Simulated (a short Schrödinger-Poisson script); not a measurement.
Structure: gated Al0.25Ga0.75As/GaAs δ-doped gas in a quantum well, at 77 K.

```tsv
layer	material	thickness (nm)	Na (cm⁻³)
1	Al0.25Ga0.75As	8	-
2	Al0.25Ga0.75As	40	-
3	GaAs	8	-
4	Al0.25Ga0.75As	4000	5e14
```

Constants are typed, rounded textbook-type inputs, not results; the design itself was drawn at random and stands for no fabricated device. Al0.25Ga0.75As: permittivity 12.19, conduction-band edge (eV) 0.198, gap (eV) 1.736, electron mass (mₑ) 0.0878, Nv at 300 K (cm⁻³) 9e18. GaAs: permittivity 12.9, conduction-band edge (eV) 0, gap (eV) 1.424, Nv at 300 K (cm⁻³) 9e18.

Channel valleys (confinement mass, in-plane density-of-states mass, number): Γ 0.067, 0.067, 1. At the gate the conduction-band edge of layer 1 lies 0.95 eV − eVg above the Fermi level of the channel; the field vanishes at the back. Sheet of ionised δ-doping: +3.6e12 e/cm² at 8 nm from the gate. The barrier under the gate holds no holes. Gaps are held at their typed values at every temperature. Mesh 0.08 nm at interfaces.

Solved with a short Schrödinger-Poisson script written for these runs: 1D Poisson equation in equilibrium, electrons quantum, Hartree (BenDaniel-Duke, 40 states a valley, the channel's in-plane mass for all, wave functions free to enter the barrier), parabolic valleys, classical holes, full ionisation, no traps, pinning or gate leakage.

The same stack at other levels of the model or other numerical settings:

```csv
run,sheet density of all electrons at Vg = 0.5 V (cm⁻²),capacitance at Vg = 0.5 V (μF/cm²),centroid of the channel electrons at Vg = 0.5 V (nm),rough cost against the base
base,8.35e10,0.190,3.86,about 1
"electrons treated as classical, Boltzmann",1.26e11,?,2.54,0.03
"electrons treated as classical, Fermi-Dirac",1.17e11,0.189,?,0.2
"electrons treated as quantum, Hartree plus LDA exchange-correlation",9.11e10,?,3.86,about 1
mesh six times as coarse,8.32e10,0.190,3.86,0.2
one subband a valley,8.35e10,0.190,3.86,0.2
```

Question: Some entries are withheld; supply them.

Answer: 
- electrons treated as classical, Fermi-Dirac, centroid of the channel electrons at Vg = 0.5 V (nm): 3.16
- electrons treated as classical, Boltzmann, capacitance at Vg = 0.5 V (μF/cm²): 0.205
- electrons treated as quantum, Hartree plus LDA exchange-correlation, capacitance at Vg = 0.5 V (μF/cm²): 0.196

The classical rows ignore confinement, and Boltzmann statistics overrate the density once the band edge passes the Fermi level.
